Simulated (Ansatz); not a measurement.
The parent structure is SrTiO$_{3}$ in the cubic perovskite structure (space group Pm-3m, No. 221).

```yaml
crystal:
  lattice:
    - [3.93649, 0.00000, 0.00000]
    - [0.00000, 3.93649, 0.00000]
    - [0.00000, 0.00000, 3.93649]
  atoms:
    - { symbol: Sr, position: [0.00000, 0.00000, 0.00000] }
    - { symbol: Ti, position: [0.50000, 0.50000, 0.50000] }
    - { symbol: O, position: [0.00000, 0.50000, 0.50000] }
    - { symbol: O, position: [0.50000, 0.50000, 0.00000] }
    - { symbol: O, position: [0.50000, 0.00000, 0.50000] }
```

Method: plane-wave PAW DFT at the PBE level (Ansatz, a quantum-chemistry and plane-wave program, 420 eV), no spin-orbit coupling, earlier PAW set.

One change was made to it. Results:

| quantity | base | after |
|---|---|---|
| smallest direct gap | 2.20 eV | 2.21 eV |
| lattice parameter a | 3.936 Å | 3.925 Å |

Problem. Which change produced these results?
A) pressure −2 GPa
B) pressure 1.5 GPa
C) pressure 10 GPa

Solution. B, pressure 1.5 GPa. For comparison, the lattice parameter a in the other runs: pressure −2 GPa gives 3.952 Å; pressure 10 GPa gives 3.869 Å.

Load acts through the strain it causes; cell and atoms are relaxed under it. No phonon test of stability was made. No other phases were tried under pressure. The final runs are not spin-polarised. Many cubic perovskites are stable only at high temperature; tilts and polar distortions were not tested.
